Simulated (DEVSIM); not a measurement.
Structure: TaN/SiO2/p-Si capacitor, at 300 K.

| layer (left to right) | material | thickness (nm) | Na (cm⁻³) |
|---|---|---|---|
| 1 | SiO2 | 3.30 | - |
| 2 | Si | 5200 | 1.2e16 |

Metal gate on the left, work function 4.4 eV. Fixed charge at the semiconductor interface 1.5e11 cm⁻² (in units of +e); no interface traps.

Constants are typed, rounded textbook-type inputs, not results; the design itself was drawn at random and stands for no fabricated device. Values at 300 K.

```tsv
parameter	SiO2	Si
gap (eV)	9	1.124
affinity (eV)	0.9	4.05
permittivity	3.9	11.7
Nc (cm⁻³)	-	2.86e19
Nv (cm⁻³)	-	3.1e19
```

DEVSIM, 1D Poisson equation in equilibrium, Boltzmann statistics, complete ionisation; no quantum confinement or tunnelling. Metal contacts follow the ideal Schottky-Mott rule: no Fermi-level pinning, no interface dipoles.

The interface trap density was swept, all else fixed.

| interface trap density (cm^-2 eV^-1) | flat-band voltage (V) | minimum of the low-frequency capacitance (μF/cm²) | threshold voltage (band bending 2φF) (V) |
|---|---|---|---|
| 0 | -0.59 | 0.0408 | 0.18 |
| 1e10 | -0.59 | … | 0.18 |
| 1e11 | -0.60 | 0.0550 | 0.19 |
| 3e11 | -0.60 | 0.0828 | 0.20 |
| 1e12 | -0.61 | 0.170 | 0.27 |
| 2e12 | -0.63 | 0.269 | 0.36 |

Problem. What belongs in the gaps?

Solution. 
- 1e10, minimum of the low-frequency capacitance (μF/cm²): 0.0422
